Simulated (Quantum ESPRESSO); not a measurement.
Checking a run of Quantum ESPRESSO on Ta₂O₅ (P1, 21 atoms in the cell). The aim is a self-consistent single point with DFT, PBEsol, plane waves, GBRV 1.5 ultrasoft (PBESOL) pseudopotentials.

Cell that was meant: a = 6.9925 Å, b = 7.2231 Å, c = 7.3550 Å, α = 62.34°, β = 89.17°, γ = 62.77°.

Part of the input:

```fortran
/
&SYSTEM
 ibrav = 0
 nat = 22
 ntyp = 2
 ecutwfc = 40
 ecutrho = 320
[...]
O     0.954070000    0.625480000    0.409580000
O     0.822240000    0.361540000    0.327290000
O     0.947250000    0.082320000    0.113680000
Ta    0.301004000    0.960393000   -0.007869000
K_POINTS {automatic}
3 3 3  0 0 0
```

The program printed (abridged):

```
     G-vector sticks info
     --------------------
     sticks:   dense  smooth     PW     G-vecs:    dense   smooth      PW
   [... lines left out ...]
        k(   12) = (   0.3333333  -0.5343997   0.3151059), wk =   0.1481481
        k(   13) = (   0.3333333  -0.5343997   0.6847555), wk =   0.1481481
        k(   14) = (   0.3333333  -0.5343997  -0.0545437), wk =   0.1481481

     Dense  grid:   184731 G-vectors     FFT dimensions: (  75,  80,  80)

     Smooth grid:    65367 G-vectors     FFT dimensions: (  54,  60,  60)

     Initial potential from superposition of free atoms

     starting charge     180.9929, renormalised to     181.0000

     negative rho (up, down):  4.699E-01 0.000E+00
     Self-consistent Calculation

     iteration #  1     ecut=    40.00 Ry     beta= 0.50

---- Real-time Memory Report at c_bands before calling an iterative solver
          1115 MiB given to the printing process from OS
           332 MiB allocation reported by mallinfo(arena+hblkhd)
------------------

     negative rho (up, down):  5.973E-01 0.000E+00

     total energy              =   -1354.47563466 Ry
     estimated scf accuracy    <      10.07623977 Ry

     iteration #  2     ecut=    40.00 Ry     beta= 0.50

   [... lines left out ...]
           419 MiB allocation reported by mallinfo(arena+hblkhd)
------------------

     negative rho (up, down):  8.238E-01 0.000E+00

     total energy              =   -1357.87299975 Ry
     estimated scf accuracy    <          2.4E-10 Ry

     iteration # 18     ecut=    40.00 Ry     beta= 0.50

---- Real-time Memory Report at c_bands before calling an iterative solver
          1411 MiB given to the printing process from OS
           419 MiB allocation reported by mallinfo(arena+hblkhd)
------------------

     negative rho (up, down):  8.238E-01 0.000E+00
     End of self-consistent calculation

     the Fermi energy is    11.6239 ev

!    total energy              =   -1357.87299975 Ry
     estimated scf accuracy    <          6.4E-11 Ry
     smearing contrib. (-TS)   =      -0.00020692 Ry
     internal energy E=F+TS    =   -1357.87279283 Ry

     convergence has been achieved in  18 iterations

     negative rho (up, down):  8.238E-01 0.000E+00

     Forces acting on atoms (cartesian axes, Ry/au):

     atom    1 type  1   force =   -92.28840966  172.69738235  125.14635154
     atom    2 type  1   force =    -0.09031326   -0.06914219   -0.00330263
     atom    3 type  1   force =     0.04950086    0.00583483    0.00453914
     atom    4 type  1   force =     0.04363835    0.05859920   -0.06632309
   [... lines left out ...]
     Total force =   328.086947     Total SCF correction =     0.000016
   [... lines left out ...]

     negative rho (up, down):  8.238E-01 0.000E+00
          total   stress  (Ry/bohr**3)                   (kbar)     P=     5743.72
   0.01893389  -0.03364321  -0.02466575         2785.27    -4949.09    -3628.46
  -0.03364321   0.06394880   0.04583331        -4949.09     9407.19     6742.31
  -0.02466575   0.04583331   0.03425237        -3628.46     6742.31     5038.70

   JOB DONE.
```

Is anything amiss in this input, and did it matter?

The run is not sound. The fault is one atom entered twice. Two nuclei at or near one point give a huge ion-ion repulsion and overlapping cores, and the electron count is too high as well. To fix it, remove the duplicate atom. The run converged in 18 iterations without an error; against the sound input the pressure goes from -13.23 to 574.4 GPa, the largest force goes from 0.751 to 5975 eV/Å and no clean gap remains on the mesh (levels overlap or are partly filled), against 2.93 eV before.

An input that runs soundly differs in these lines (not the only fix; some lines may just follow from the change or write a value another way):
```diff
- nat = 22
+ nat = 21
-Ta    0.301004000    0.960393000   -0.007869000
```

With that input, the run converged in 17 iterations: free energy E − TS -18177.8671 eV; top of the valence band (on the code's own zero) 7.14 eV; gap on the k-point mesh 2.93 eV; pressure -13.23 GPa; largest force (vector length) 0.751 eV/Å (DFT, PBEsol, plane waves, GBRV 1.5 ultrasoft (PBESOL) pseudopotentials).

On the sound input: the starting cell comes from a database of computed structures (which also holds hypothetical and non-ambient phases and stackings), without a prior relaxation at this level. Its lattice was rescaled by a random factor within 2.5 % of one. Spin-orbit coupling is off. With a pressure of about -13 GPa the cell is away from its equilibrium volume at this level.
